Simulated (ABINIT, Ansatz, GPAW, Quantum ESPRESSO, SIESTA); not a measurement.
# One structure in several programs: YMg6Al (P1, 8 atoms in the cell)

Self-consistent single point, at a second geometry (atoms moved at random). First geometry:

```xyz
8
Lattice="5.0179 0.0000 0.0000 0.0000 3.2918 5.6613 0.0000 -3.2918 5.6613" Properties=species:S:1:pos:R:3 pbc="T T T"
Y      0.0000     0.0000     7.6315
Mg     2.5090    -1.6965     6.5739
Mg     2.5090     1.6965     6.5739
Mg     2.5090     0.0000     3.7653
Mg     0.0000    -1.6908     4.7375
Mg     0.0000     1.6908     4.7375
Mg     0.0000     0.0000     1.8626
Al     2.5090     0.0000     9.4081
```

Second geometry:
```xyz
8
Lattice="5.0179 0.0000 0.0000 0.0000 3.2918 5.6613 0.0000 -3.2918 5.6613" Properties=species:S:1:pos:R:3 pbc="T T T"
Y      0.0009     0.0116     7.5685
Mg     2.5707    -1.7172     6.5670
Mg     2.4534     1.6704     6.5361
Mg     2.5371     0.0526     3.7185
Mg    -0.0313    -1.6652     4.7658
Mg    -0.0092     1.6709     4.7964
Mg     0.0511    -0.0306     1.9708
Al     2.4632     0.0074     9.3672
```

Shared settings, as Ansatz (a first-principles code) writes them: kpoints.mp_grid.grid = 4 3 3; scf.occupations.method = gaussian; scf.occupations.width = 0.1 eV. Potentials and cutoffs stand in the table.

```
code                                                                                                                                      model  ΔF from the first geometry (meV/atom)  pressure (GPa)  largest force (eV/Å)       cutoff
----------------  -----------------------------------------------------------------------------------------------------------------------------  -------------------------------------  --------------  --------------------  -----------
Ansatz                                                                                                          PBEsol, PAW files made with PBE                                    9.8           -0.77                 0.575      default
ABINIT                                                           PBEsol, norm-conserving pseudopotentials (PseudoDojo nc-sr-04 PBEsol standard)                                    9.8           -0.75                 0.576        84 Ry
Quantum ESPRESSO                                                                           PBEsol, GBRV 1.5 ultrasoft (PBESOL) pseudopotentials                                    9.8           -0.80                 0.578        40 Ry
GPAW                                                                                      PBEsol, GPAW PAW datasets PBEsol (made by gpaw-setup)                                    9.7           -0.79                 0.572       800 eV
SIESTA            GGA PBEsol, numerical atomic orbitals DZP, PseudoDojo PBEsol standard norm-conserving potentials (rewritten from UPF to PSML)                                   11.2            1.25                 0.638  grid 350 Ry
```

Size of the force on each atom (eV/Å): Sizes of forces hide their directions.

| code | Y1 | Mg2 | Mg3 | Mg4 | Mg5 | Mg6 | Mg7 | Al8 |
|---|---|---|---|---|---|---|---|---|
| Ansatz | 0.575 | 0.255 | 0.286 | 0.179 | 0.319 | 0.398 | 0.287 | 0.145 |
| ABINIT | 0.576 | 0.251 | 0.283 | 0.178 | 0.320 | 0.395 | 0.288 | 0.147 |
| Quantum ESPRESSO | 0.578 | 0.256 | 0.286 | 0.179 | 0.319 | 0.399 | 0.288 | 0.143 |
| GPAW | 0.572 | 0.255 | 0.286 | 0.179 | 0.318 | 0.397 | 0.288 | 0.144 |
| SIESTA | 0.638 | 0.292 | 0.328 | 0.266 | 0.365 | 0.456 | 0.348 | 0.112 |

The spread over the programs that give each value: ΔF from the first geometry within 1.5 meV/atom; pressure within 2.05 GPa; largest force within 0.066 eV/Å.

SIESTA uses small atom-centred bases, whose incompleteness enters pressures, forces and empty levels differently from a plane-wave cutoff. Ansatz's pressure is given at a fixed set of plane waves, as the other plane-wave codes print theirs. In the pressure, SIESTA (by 2.03) lies more than 1 GPa from the median of the plane-wave programs. In the force vectors, SIESTA (by 0.089) lies more than 0.08 eV/Å from the median of the plane-wave programs.

The starting cell comes from a database of computed structures (which also holds hypothetical and non-ambient phases and stackings), without a prior relaxation at this level. For this run, on top of that: atoms moved at random.

Left out of this page: CP2K (unsound by tests on forces, stress, charge or solver warnings).

Keys are those of Ansatz 0.2.
